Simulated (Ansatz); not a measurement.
## Phonon-limited transport in LuBi (Fm-3m)

Data:

```yaml
crystal:
  lattice:
    - [0.00000, 3.06590, 3.06590]
    - [3.06590, 0.00000, 3.06590]
    - [3.06590, 3.06590, 0.00000]
  atoms:
    - { symbol: Lu, position: [0.50000, 0.50000, 0.50000] }
    - { symbol: Bi, position: [0.00000, 0.00000, 0.00000] }
```

All values below come from PBEsol, DFPT electron-phonon coupling, linearised Boltzmann equation (plane waves, PAW, scalar-relativistic; Ansatz, a quantum-chemistry and plane-wave program). Cell: relaxed with this functional, without spin-orbit coupling.

```yaml
resistivity at 300 K: 20 μΩ·cm
resistivity at 77 K: 3.9 μΩ·cm
electron mean free path at 300 K (weighted by the current that each state carries): 26 nm
Hall coefficient at 300 K: 150 ×10⁻¹¹ m³/C
```

A metal at this level (no band gap). Only scattering by harmonic phonons is included (no impurities, grain boundaries, electron-electron scattering or thermal expansion). Spin-orbit coupling is left out, which matters with elements this heavy. Halving the electron mesh (24x24x24) moves the resistivity by up to 13 % at 300 K, the mean free path by up to 7 %. Smearing 0.20 eV; phonons on a 4x4x4 q mesh, which this run doesn't test and which matters most at low temperature.

Computed structure with no diffraction record at hand here (it may be known, metastable or hypothetical): LuBi (Fm-3m).
